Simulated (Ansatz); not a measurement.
Ge₂Sb₂Te₅ (P-3m1, No. 164, 9 atoms in the cell; start mp-1224375), treated with HSE06 (plane waves, PAW; Ansatz, an electronic-structure program).

Run with plane-wave cutoff 460 eV, 6×6×2 k mesh (along the axes of the cell as run), Fermi–Dirac smearing 0.01 eV, scalar-relativistic PAW data made under PBE.

Cell (relaxed with PBE-D3(BJ)):

```cif
data_Ge2Sb2Te5
_chemical_formula_sum 'Ge2 Sb2 Te5'
_space_group_name_H-M_alt 'P-3m1'
_space_group_IT_number 164
_space_group_name_Hall '-P 3 2"'
_cell_length_a 4.23288
_cell_length_b 4.23288
_cell_length_c 16.83203
_cell_angle_alpha 90.000
_cell_angle_beta 90.000
_cell_angle_gamma 120.000
loop_
_atom_site_label
_atom_site_type_symbol
_atom_site_symmetry_multiplicity
_atom_site_Wyckoff_symbol
_atom_site_fract_x
_atom_site_fract_y
_atom_site_fract_z
_atom_site_occupancy
Ge1 Ge 2 d 0.66667 0.33333 0.10094 1
Sb1 Sb 2 c 0.00000 0.00000 0.31863 1
Te1 Te 1 a 0.00000 0.00000 0.00000 1
Te2 Te 2 d 0.33333 0.66667 0.19956 1
Te3 Te 2 d 0.66667 0.33333 0.42129 1
```

Q: Estimate the band gap that the calculation returns.

A: 
band gap: 0.27 eV (on the SCF k mesh)

Note: cell and atoms aren't relaxed at this level (largest force component 0.39 eV/Å, pressure 0.9 GPa).

Spin–orbit coupling is not included; it can close the smallest gap of 0.27 eV.

Static lattice: no zero-point or thermal effects.

The result took very roughly 9 core-minutes.

A start named mp-… is a Materials Project structure, which need not be a measured phase.
